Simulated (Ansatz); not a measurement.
## Electron-phonon data for NbSi2 (P6_222)

Given:

```
CELL_PARAMETERS angstrom
      4.77063     0.00000     0.00000
     -2.38531     4.13149     0.00000
      0.00000     0.00000     6.56794
ATOMIC_POSITIONS crystal
  Nb 0.00000 0.50000 0.16667
  Nb 0.50000 0.00000 0.50000
  Nb 0.50000 0.50000 0.83333
  Si 0.84050 0.68101 0.50000
  Si 0.15950 0.84050 0.83333
  Si 0.31899 0.15950 0.16667
  Si 0.15950 0.31899 0.50000
  Si 0.84050 0.15950 0.83333
  Si 0.68101 0.84050 0.16667
```

The numbers are results of PBEsol, DFPT electron-phonon coupling, linearised Boltzmann equation (plane waves, PAW, scalar-relativistic; Ansatz, a program for electronic structure), not measurements. Cell: relaxed with this functional, without spin-orbit coupling.

```
Property                                                         Value
------------------------------------  --------------------------------
resistivity at 300 K                      40 (x), 40 (y), 22 (z) μΩ·cm
resistivity at 77 K                   2.5 (x), 2.5 (y), 1.33 (z) μΩ·cm
electron-phonon coupling λ                                        0.36
transport coupling λ_tr                   0.35 (x), 0.35 (y), 0.32 (z)
logarithmic mean phonon energy                                  28 meV
density of states at the Fermi level        1.64 states/(eV·spin·cell)
Drude plasma energy                       3.1 (x), 3.1 (y), 4.0 (z) eV
```

A metal at this level (no band gap). Only scattering by harmonic phonons is included (no impurities, grain boundaries, electron-electron scattering or thermal expansion). Spin-orbit coupling is left out. Halving the electron mesh (20x20x12) moves the resistivity by up to 3 % at 300 K, the coupling by up to 2 %. Smearing 0.20 eV; phonons on a 4x4x2 q mesh, which this run doesn't test and which matters most at low temperature.
